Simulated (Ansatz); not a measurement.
Partial pair distribution functions of a relaxed model of amorphous In6Ga12Zn6O33, broadened by 0.06 Å; density 5.60 g/cm³. Calculation: PBE, scalar-relativistic without spin-orbit coupling (plane waves to 420 eV, PAW; Ansatz, a program for electronic structure).

Preparation: random packing, a CHGNet melt and quench, and a DFT relaxation. O atoms were pushed apart under 1.9 Å during the dynamics, to hinder bonds among them. The hot cell started wider than the set density and was brought back towards it in steps. It is the lowest in DFT energy of 2 quenches. It is a model cell: composition and starting density were chosen by hand, and all elements were melted together. No dispersion term was used. Its density started from a set value of 5.84 and ended at 5.60 g/cm³. The simulated quench (nominally 170 K/ps over its main leg) is rapid and tends to freeze in more defects than a deposited or slowly cooled glass has. A cell of this size samples the disorder only roughly. Volume and shape were free in the relaxation. On a 2×2×2 Γ-centred mesh force components of up to 0.15 eV/Å stay, since the relaxation ran on the zone centre alone.

```
r (Å)  g Ga-O  g In-O  g Ga-Ga  g O-O
-----  ------  ------  -------  -----
1.60     0.00    0.00     0.00   0.00
1.70     0.33    0.00     0.00   0.00
1.80     4.38    0.00     0.00   0.00
1.90     9.80    0.08     0.00   0.00
2.00     4.31    1.58     0.00   0.00
2.10     1.30    6.13     0.00   0.00
2.20     0.82    6.83     0.00   0.00
2.30     0.22    3.41     0.00   0.00
2.40     0.07    1.36     0.00   0.04
2.50     0.15    0.45     0.00   0.18
2.60     0.05    0.10     0.00   0.80
2.70     0.21    0.00     0.01   1.59
2.80     0.18    0.00     0.40   2.08
2.90     0.14    0.02     1.86   2.75
3.00     0.14    0.20     2.12   3.08
3.10     0.24    0.36     1.40   2.38
3.20     0.30    0.53     1.59   1.98
3.30     0.44    0.52     3.55   1.55
3.40     0.62    0.65     2.52   1.11
3.50     0.75    0.50     1.60   1.25
3.60     0.94    0.61     0.90   0.91
3.70     1.46    0.95     0.41   0.64
3.80     1.37    0.89     0.66   0.51
3.90     1.26    1.06     0.37   0.50
4.00     1.29    1.13     0.76   0.47
4.10     1.19    1.74     0.56   0.65
4.20     1.02    1.10     0.43   0.84
4.30     1.55    1.05     0.64   0.69
4.40     1.37    0.95     0.73   0.46
```

Within 2.36 Å each Ga has 4.50 O neighbours on average.
